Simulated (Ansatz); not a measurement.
**monolayer PtSe₂: band-edge transport data**

Input:

```yaml
crystal:
  lattice:
    - [3.71050, 0.00000, 0.00000]
    - [-1.85525, 3.21339, 0.00000]
    - [0.00000, 0.00000, 18.98202]
  atoms:
    - { symbol: Pt, position: [0.00000, 0.00000, 0.50000] }
    - { symbol: Se, position: [0.33333, 0.66667, 0.57002] }
    - { symbol: Se, position: [0.66667, 0.33333, 0.42998] }
```

All values below come from PBE, rigid bands (plane waves, PAW, scalar-relativistic; Ansatz, a program for electronic structure). Condition of this run: biaxial strain -1 %. How the cell was made: cell and atoms relaxed with PBE, then loaded as said.

```json
{
 "band_gap": "1.34 eV",
 "electron conductivity mass (300 K, dilute)": "0.32 mₑ",
 "effective density of states N_c (300 K)": "2.2e13 cm⁻²",
 "Seebeck coefficient, n-type 1.9e12 cm⁻², 300 K": "-383 μV/K"
}
```

Rigid bands; masses and Seebeck coefficients take one relaxation time τ for all states and one kind of carrier; polarons and phonon drag are left out. Spin-orbit coupling is left out; with 5d elements it also splits d-like band edges.

Model free-standing layer, not matched to a measured one here: monolayer PtSe2.
